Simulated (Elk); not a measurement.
# Worked example: self-consistent single point of SiC (F-43m, 2 atoms in the cell) in Elk

Method: PBE, all-electron FP-LAPW, Elk's shipped species files, APW+lo basis with extra local orbitals (Elk).

Input as run:

```
tasks
  0

xctype
  20

tforce
  .true.

rgkmax
  7.5

gmaxvr
  18.0

lmaxapw
  10

lmaxo
  8

nxlo
  2

lorbcnd
  .true.

lradstp
  2

nrmtscf
  2.0

lmaxi
  4

stype
  3

swidth
  0.000734986

scale
  5.825998366

avec
    0.0000000000    0.7071067812    0.7071067812
    0.7071067812    0.0000000000    0.7071067812
    0.7071067812    0.7071067812    0.0000000000

sppath
  'species/'

atoms
  2   : nspecies
  'Si.in'   : spfname
  1   : natoms; atposl, bfcmt below
  0.0000000000  0.0000000000  0.0000000000    0.0 0.0 0.0
  'C.in'   : spfname
  1   : natoms; atposl, bfcmt below
  0.2500000000  0.2500000000  0.2500000000    0.0 0.0 0.0

ngridk
  10 10 10
```

Log, with long lists cut:

```
│ Elk code version 10.2.4 │

All units are atomic (Hartree, Bohr, etc.)

│ Ground-state run starting from atomic densities │

Lattice vectors :
   0.000000000       4.119602952       4.119602952
   4.119602952       0.000000000       4.119602952
   4.119602952       4.119602952       0.000000000

Unit cell volume      :    139.8286220
Brillouin zone volume :    1.773958793

Muffin-tin inner radius fraction :   0.1000000000E-01

Nuclei treated as point charges

Species :    1 (Si)
 parameters loaded from : Si.in
 name : silicon
 nuclear charge    :   -14.00000000
 electronic charge :    14.00000000
 atomic mass :    51196.73454
 muffin-tin radius :    1.934724445
 number of radial points in muffin-tin :    799
 atomic positions (lattice), magnetic fields (Cartesian) :
   1 :   0.00000000  0.00000000  0.00000000    0.00000000  0.00000000  0.00000000

Species :    2 (C)
 parameters loaded from : C.in
 name : carbon
 nuclear charge    :   -6.000000000
 electronic charge :    6.000000000
 atomic mass :    21894.16672
 muffin-tin radius :    1.582956364
 number of radial points in muffin-tin :    599
 atomic positions (lattice), magnetic fields (Cartesian) :
   1 :   0.25000000  0.25000000  0.25000000    0.00000000  0.00000000  0.00000000

Total number of atoms per unit cell :    2

Spin treatment :
 spin-unpolarised

Number of Bravais lattice symmetries :   48
Number of crystal symmetries         :   24
Crystal has no inversion symmetry
Complex Hermitian eigensolver will be used

k-point grid :     10    10    10
k-point offset :    0.000000000       0.000000000       0.000000000
k-point set is reduced with full crystal symmetry group
Total number of k-points :       73

Muffin-tin radius times maximum |G+k| :    7.500000000
 using average radius
Maximum |G+k| for APW functions       :    4.264173133
Maximum (1/2)|G+k|²                   :    9.091586254
Maximum |G| for potential and density :    18.00000000
 potential will be trimmed for |G| > 2 gkmax
Constant for pseudocharge density :    9
Radial integration step length :    2

G-vector grid sizes :     35    35    35
Number of G-vectors :    13803

Maximum angular momentum used for
 APW functions                      :   10
 outer part of muffin-tin           :    8
 inner part of muffin-tin           :    4

Total nuclear charge    :   -20.00000000
Total core charge       :    12.00000000
Total valence charge    :    8.000000000
Total excess charge     :    0.000000000
Total electronic charge :    20.00000000

Effective Wigner radius, rₛ :    1.186203381

Number of empty states         :    8
Total number of valence states :   12
Total number of core states    :   12

Conduction state local-orbitals added automatically
Total number of local-orbitals :  195

Exchange-correlation functional :     20     0     0
 Perdew-Burke-Ernzerhof, Phys. Rev. Lett. 77, 3865 (1996)
 gradient requirement :    1
 generalised gradient approximation (GGA)

Smearing type :    3
 Fermi-Dirac
Smearing width :   0.7349860000E-03
Effective electronic temperature (K) :    232.0902224

Mixing type :    3
 Broyden mixing, J. Phys. A: Math. Gen. 17, L317 (1984)

Kohn-Sham potential initialised from atomic data

│ Self-consistent loop started │
│ Loop number : 1 │
 total energy                :     -330.574396913
│ Loop number : 2 │
 total energy                :     -330.547788686
RMS change in Kohn-Sham potential (target) :    2.094763884     (  0.1000000000E-05)
Absolute change in total energy (target)   :   0.2660822717E-01 (  0.1000000000E-03)
│ Loop number : 3 │
 total energy                :     -330.476185444
RMS change in Kohn-Sham potential (target) :    2.027251949     (  0.1000000000E-05)
Absolute change in total energy (target)   :   0.7825529902E-01 (  0.1000000000E-03)
│ Loop number : 4 │
 total energy                :     -329.159438268
RMS change in Kohn-Sham potential (target) :   0.8820585523     (  0.1000000000E-05)
Absolute change in total energy (target)   :    1.336311000     (  0.1000000000E-03)
│ Loop number : 5 │
 total energy                :     -328.462523407
RMS change in Kohn-Sham potential (target) :   0.2483424115     (  0.1000000000E-05)
Absolute change in total energy (target)   :    1.030992611     (  0.1000000000E-03)
│ Loop number : 6 │
 total energy                :     -328.235425216
RMS change in Kohn-Sham potential (target) :   0.4695259058E-01 (  0.1000000000E-05)
Absolute change in total energy (target)   :   0.4848463434     (  0.1000000000E-03)
│ Loop number : 7 │
 total energy                :     -328.174542770
RMS change in Kohn-Sham potential (target) :   0.9423230750E-02 (  0.1000000000E-05)
Absolute change in total energy (target)   :   0.1820940321     (  0.1000000000E-03)
│ Loop number : 8 │
 total energy                :     -328.173336461
RMS change in Kohn-Sham potential (target) :   0.1191940432E-02 (  0.1000000000E-05)
Absolute change in total energy (target)   :   0.4672981717E-01 (  0.1000000000E-03)
│ Loop number : 9 │
 total energy                :     -328.171109099
RMS change in Kohn-Sham potential (target) :   0.9975162554E-03 (  0.1000000000E-05)
Absolute change in total energy (target)   :   0.1390981593E-01 (  0.1000000000E-03)
│ Loop number : 10 │
 total energy                :     -328.169372111
RMS change in Kohn-Sham potential (target) :   0.6641273613E-03 (  0.1000000000E-05)
Absolute change in total energy (target)   :   0.5214442551E-02 (  0.1000000000E-03)
│ Loop number : 11 │
 total energy                :     -328.168534861
RMS change in Kohn-Sham potential (target) :   0.1906726229E-04 (  0.1000000000E-05)
Absolute change in total energy (target)   :   0.2140860695E-02 (  0.1000000000E-03)
│ Loop number : 12 │
 total energy                :     -328.168543336
RMS change in Kohn-Sham potential (target) :   0.3945001542E-05 (  0.1000000000E-05)
Absolute change in total energy (target)   :   0.5267398145E-03 (  0.1000000000E-03)
│ Loop number : 13 │
 total energy                :     -328.168544728
RMS change in Kohn-Sham potential (target) :   0.1834133830E-05 (  0.1000000000E-05)
Absolute change in total energy (target)   :   0.1302927021E-03 (  0.1000000000E-03)
│ Loop number : 14 │
 total energy                :     -328.168539876
RMS change in Kohn-Sham potential (target) :   0.4790475603E-06 (  0.1000000000E-05)
Absolute change in total energy (target)   :   0.3742597096E-04 (  0.1000000000E-03)
Convergence targets achieved

│ Loop number : 15 │

Energies :
 Fermi                       :     0.330981893128
 sum of eigenvalues          :     -174.998615074
 electron kinetic            :      328.840267213
 core electron kinetic       :      317.275581548
 Coulomb                     :     -630.627960746
 Coulomb potential           :     -469.807643367
 nuclear-nuclear             :     -61.8480701061
 electron-nuclear            :     -667.752137913
 Hartree                     :      98.9722472728
 Madelung                    :     -395.724139062
 xc potential                :     -34.0312389201
 exchange                    :     -25.6104336406
 correlation                 :    -0.770409860058
 electron entropic           :    -0.141707325778E-11
 total energy                :     -328.168537034

Density of states at Fermi energy :   0.1360654897E-06
 (states/Hartree/unit cell)

Estimated indirect band gap :   0.5000942599E-01
 from k-point      1 to k-point     41
Estimated direct band gap   :   0.1670639345
 at k-point     41

Charges :
 core                        :    12.00000000
 valence                     :    8.000000000
 interstitial                :    3.433104614
 muffin-tins (core leakage)
  species :    1 (Si)
   atom    1                 :    11.73870195     (  0.5229835016E-02)
  species :    2 (C)
   atom    1                 :    4.828193434     (  0.2510788777E-04)
 total in muffin-tins        :    16.56689539
 total calculated charge     :    19.99480357
 total charge                :    20.00000000
 error                       :   0.5196432843E-02

│ Self-consistent loop stopped │

Forces :
 species :    1 (Si)
  atom :    1
   Hellmann-Feynman          :     0.00000000   -0.00000000    0.00000000
   IBS                       :    -0.00000000    0.00000000   -0.00000000
   total force               :     0.00000000    0.00000000   -0.00000000
   total magnitude           :     0.00000000
 species :    2 (C)
  atom :    1
   Hellmann-Feynman          :     0.00000000   -0.00000000   -0.00000000
   IBS                       :    -0.00000000    0.00000000    0.00000000
   total force               :    -0.00000000   -0.00000000    0.00000000
   total magnitude           :     0.00000000
```

The run converged in 15 iterations. The count includes the last loop, which Elk runs after its targets are met.

The starting cell has typed, rounded lattice constants, without a prior relaxation at this level. Values depend on the basis (sphere radii, cutoffs, local orbitals), which need not be converged.

Cost on one core of a shared machine: roughly 2 min.
